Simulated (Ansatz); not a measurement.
An Ansatz (an electronic-structure program) input (r2SCAN, PAW, 500 eV (Ansatz; no SOC), earlier PAW set):

Ansatz 0.2 input:
```yaml
crystal:
  lattice:
    - [0, 3.0389910818, 3.0389910818]
    - [3.0389910818, 0, 3.0389910818]
    - [3.0389910818, 3.0389910818, 0]
  atoms:
    - { symbol: W, position: [0, 0, 0] }
    - { symbol: Ge, position: [0.25, 0.25, 0.25] }
    - { symbol: Ge, position: [0.75, 0.75, 0.75] }
basis: { ecutwfc: 500, ecutrho_ratio: 4, xc_grid: 4, fft_grid_basis: typed }
kpoints: { mp_grid: { grid: [13, 13, 13] } }
hamiltonian:
  xc: r2scan
  dispersion: none
  pseudopotentials: { azcp: { folder: ./paw }, kind: paw }
scf: { occupations: { method: fermi_dirac, width: 0.05 }, convergence: { dr2_threshold: 0.0000000003 } }
output: { forces: true, stress: true }
```

Question: Which symmetry and how many k-points will the program report, and about how many plane waves at Γ?

Answer: Space group Fm-3m (ITA 225) with 48 operations, k-points 84 of 2197, and 1411 plane waves at Γ.

Whether these cells are dynamically stable was not tested. All final runs are without spin polarisation. The cell is WGe2 (space group Fm-3m, No. 225; a hypothetical phase, not in the database extracts checked). WGe2 has a high density of states at the Fermi level and may be magnetic at this level.
